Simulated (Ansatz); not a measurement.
The parent structure is MoSi$_{2}$ (space group I4/mmm, No. 139; a = 3.174 Å, c = 7.779 Å; relaxed with 0.1 eV smearing). Axes: x, y, z lie along a, b, c of the conventional cell.

Level of theory: LDA (Ansatz, a first-principles code, PAW, spin-orbit coupling left out).

Strains are applied to the cell and any free atomic positions relax; under biaxial strain the out-of-plane vector relaxes too.

One change was made to it. Results:

The pressure (mean of the normal stresses, compression positive) goes from zero to -9.1 GPa; the energy rises by 35 meV/atom; the shortest interatomic distance decreases by 0.0313 Å, from 2.564 Å to 2.532 Å.

Task: Which of these changes matches the shifts?
(A) biaxial strain +2.50 %, plane normal [001], relaxed out of plane
(B) biaxial strain −0.50 %, plane normal [001], relaxed out of plane
(C) biaxial strain −1.50 %, plane normal [001], relaxed out of plane
(D) biaxial strain +3.00 %, plane normal [001], relaxed out of plane

Result: D, biaxial strain +3.00 %, plane normal [001], relaxed out of plane. For comparison, the energy relative to the base in the other runs: biaxial strain +2.50 %, plane normal [001], relaxed out of plane gives +25 meV/atom; biaxial strain −0.50 %, plane normal [001], relaxed out of plane gives +1.1 meV/atom; biaxial strain −1.50 %, plane normal [001], relaxed out of plane gives +9.7 meV/atom.

Whether these cells are dynamically stable was not tested. All final runs are without spin polarisation.
